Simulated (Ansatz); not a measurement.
BeS under load (space group F-43m), r2SCAN with spin-orbit coupling, rigid bands in Ansatz (a quantum-chemistry and plane-wave program). Condition of this run: hydrostatic pressure 10 GPa (the target of the relaxation). Band gap 3.35 eV, N_c = 1.86e19 cm⁻³ and N_v = 4.09e19 cm⁻³ at 300 K, conductivity masses of 0.356 mₑ (electrons) and 0.725 mₑ (holes). Take k_BT = 0.02585 eV.

Task: What thermal injection velocity √(2k_BT/πm) limits a ballistic channel?

Result: 9.02e6 cm/s for electrons and 6.32e6 cm/s for holes, a ratio of √(m_h/m_e) = 1.43, for dilute carriers.

Task: Find the intrinsic carrier density and the intrinsic Fermi level.

Result: n_i = √(N_c N_v) exp(−E_g/2k_BT) = 2.76e19 × exp(−64.79) = 2.0e-9 cm⁻³. The level lies (k_BT/2) ln(N_v/N_c) = 10 meV from mid-gap (positive towards the conduction band). Each 0.1 eV added to the gap lowers n_i by a factor of 6.9.

Task: A film of it is 2 nm thick. Estimate the confinement energies in an infinite well.

Result: ħ²π²/(2m t²) = 0.376 eV·nm²/(m/mₑ × t²) gives 264 meV for electrons and 130 meV for holes, so the gap would widen to about 3.74 eV. Finite barriers and nonparabolic bands lower this, and with several valleys or bands the heaviest mass along the normal sets the lowest level, not this average.

Rigid bands with the computed gap; masses take one relaxation time for all states.
